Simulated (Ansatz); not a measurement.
RuAl (model structure, started from the NaTl type, Fd-3m, No. 227, 4 atoms in the cell): properties by level of theory

| level (code) | lattice parameter a (Å) | enthalpy of formation (eV/atom) |
|---|---|---|
| PBE (Ansatz) | 6.101 | -0.157 |
| PBEsol (Ansatz) | 6.043 | -0.138 |
| PBE-D3(BJ) (Ansatz) | 6.040 | -0.166 |

Ansatz's density-functional and Hartree–Fock values are scalar-relativistic unless marked +SOC, with PAW data made under PBE.

A model structure was made by putting elements into a prototype or built by hand; it is no filed structure, need not be a known phase, and can be a saddle point held by its symmetry.

Ansatz is a first-principles code.
